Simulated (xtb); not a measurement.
xtb 6.7.1, GFN2-xTB: CC1[CH]OC(=O)O1, charge 0, multiplicity 2, 12 atoms. The geometry is a generated start, not checked to be a minimum at this level.

- run flags = --grad
- method = GFN2-xTB
- --acc = 1 (default)
- --etemp (K) = 300 (default)
- basis functions = 33
- valence electrons = 39

```xyz
12

C     -1.4779    -0.4894     0.3471
C     -0.3247     0.1207    -0.4645
C      0.4358     1.1794     0.2511
O      1.7299     0.7912     0.3605
C      1.8653    -0.4419    -0.1946
O      2.8767    -1.0617    -0.2180
O      0.6919    -0.8486    -0.7049
H     -2.2280     0.2740     0.5285
H     -1.9200    -1.3092    -0.2114
H     -1.1092    -0.8665     1.2973
H     -0.7239     0.4547    -1.4366
H      0.1841     2.1974     0.4454
```

Charge 0 and multiplicity 2 are set for this test and not shown to be the ground state. GFN-xTB has no spin term: --uhf 1 sets the occupations alone.

One run each on 1 thread. Values of broydamp tried: 0.02, 0.05, 0.1, 0.2, 0.4 (default), 0.6, 0.8, 1.

Task: How does the count of SCC iterations change with broydamp, and where is it least?

Result: Fewest SCC iterations, within one of each other: 0.4 (default) with 10, 0.6 with 11. The count rises to 18 at 0.02. All converge to one solution.

```tsv
broydamp	SCC iterations	end
0.02	18	same solution
0.05	16	same solution
0.1	15	same solution
0.2	12	same solution
0.4 (default)	10	same solution
0.6	11	same solution
0.8	12	same solution
1	12	same solution
```
